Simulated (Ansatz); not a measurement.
Base system: ZnGeAs₂ in the chalcopyrite structure (space group I-42d, No. 122).

```xyz
8
Lattice="-2.8275 2.8275 5.5937 2.8275 -2.8275 5.5937 2.8275 2.8275 -5.5937" Properties=species:S:1:pos:R:3 pbc="T T T"
As     1.4063     1.4137     1.3984
As    -1.4137     1.4211     4.1952
As     1.4211     1.4137     6.9921
As     4.2412     1.4063    -1.3984
Ge     0.0000     0.0000     5.5937
Ge     2.8275     0.0000     2.7968
Zn     0.0000     0.0000     0.0000
Zn     0.0000     2.8275     2.7968
```

Cartesian axes are those of the cell as printed.

All numbers come from PBEsol (Ansatz, a quantum-chemistry and plane-wave program; PAW; 420 eV plane waves; no spin-orbit coupling).

Before the change:

```
Property                          Value
-----------------------------  --------
Shortest interatomic distance   2.436 Å
Pressure                       0.01 GPa
```

The change: the cell is stretched by 3.00 % along x with no lateral relaxation, atoms relaxed at fixed cell.

### Question
Predict the new shortest interatomic distance, pressure and energy relative to the base.

### Answer
The shortest interatomic distance increases by 0.027 Å (2.436 Å → 2.463 Å); the pressure (mean of the normal stresses, compression positive) decreases by 1.883 GPa (0.01 GPa → -1.88 GPa); the energy goes up by 6.3 meV/atom.

The cells carry an imposed strain or load. No phonon test of stability was made.
